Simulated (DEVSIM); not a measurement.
System: Schottky contact on n-type Si, at 300 K.

Layer 1 from the left is Si, thickness (μm) 18.0, Nd (cm⁻³) 1.9e16, τn (s) 3e-6, τp (s) 3e-6. Layer 2 from the left is Si, thickness (μm) 13.0, Nd (cm⁻³) 8.8e17, τn (s) 3e-6, τp (s) 3e-6.

Left contact: Schottky, work function 4.67 eV, emission velocity 3.1e6 cm/s. Right contact: ohmic. Voltage is applied to the left contact. Recombination: SRH at mid-gap, Auger. Mobility is μmin + (μ − μmin)/(1 + (N/Nref)^α).

The device is made up for the run: typed textbook-type constants, with dimensions and the other settings drawn at random. Values at 300 K.

Si: gap (eV) 1.124, affinity (eV) 4.05, permittivity 11.7, Nc (cm⁻³) 2.86e19, Nv (cm⁻³) 3.1e19, μn (cm²/Vs) 1417, μp (cm²/Vs) 470, μn,min 52, μp,min 45, Nref,n 9.7e16, Nref,p 2.2e17, αn 0.68, αp 0.72, Cn (cm⁶/s) 2.8e-31, Cp (cm⁶/s) 9.9e-32.

Model (solved in DEVSIM): 1D drift-diffusion, Boltzmann statistics, complete ionisation; no tunnelling, impact ionisation, image-force lowering or self-heating. Metal contacts follow the ideal Schottky-Mott rule: no Fermi-level pinning, no interface dipoles.

Dark forward current:

```csv
|V| (V),|J| (A/cm²)
0.05,0.003030
0.10,0.02385
0.15,0.1663
0.20,1.118
0.25,6.734
0.30,28.30
0.35,72.25
0.40,131.5
0.45,199.1
0.50,271.5
0.55,346.8
0.60,424.1
0.65,502.9
0.70,582.7
0.75,663.4
0.80,744.6
0.85,826.4
0.90,908.7
0.95,991.3
1.00,1074
1.05,1157
1.10,1241
1.15,1324
1.20,1408
1.25,1492
1.30,1576
```

**Question.** Work out the local ideality factor n = ΔV / (kT/q · ln(J2/J1)) between the rows 0.15 and 0.20 V, 1.25 and 1.30 V.

**Answer.** kT/q = 25.85 mV. From 0.15 to 0.20 V: ln(1.118/0.1663) = 1.906, n = 1.02, near the 1 of diffusion or emission over a barrier. From 1.25 to 1.30 V: ln(1576/1492) = 0.055, n = 35.31; the layers' resistance at their doping, Σ W/(qμN) = 0.00058 Ω cm², would take 49 mV of this step of 50 mV.

**Question.** Estimate the current at 0.15 V for emission alone, J0 = q v N_band exp(−φB/kT), and read the barrier back from the simulated current.

**Answer.** φB = 0.620 eV, N_band = 2.86e19 cm⁻³, J0 = 0.000545 A/cm²; J = J0 (exp(qV/kT) − 1) = 0.180 A/cm². The simulation gives 0.166 A/cm²; the estimate lies 8.1 % above. Read backwards, the simulated current gives an apparent barrier of 0.622 eV. The estimate leaves out transport through the depletion region and minority injection.
